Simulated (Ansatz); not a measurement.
RbTlF3, response to strain

The parent structure is RbTlF3 (space group Fm-3m, No. 225; a = 9.4511 Å; a cell from a computed database, its experimental status unchecked). Axes: x, y, z lie along the cube axes.

Strains are applied to the cell and any free atomic positions relax; under stress the whole cell relaxes.

Computed with PBEsol (Ansatz, a quantum-chemistry and plane-wave program), no spin-orbit coupling.

Candidates:
(a) isotropic strain −1.29 %
(b) uniaxial stress, 3 GPa compression along z
(c) uniaxial stress, 2 GPa compression along z

Base values:

The smallest direct gap is 2.31 eV.

Q: Order them by smallest direct gap, lowest first.

A: (a) isotropic strain −1.29 % (2.12 eV), (b) uniaxial stress, 3 GPa compression along z (2.18 eV), (c) uniaxial stress, 2 GPa compression along z (2.23 eV)

Spin-orbit coupling, missing from the scalar runs, can matter with Tl. Stability under load was not tested beyond the relaxation.
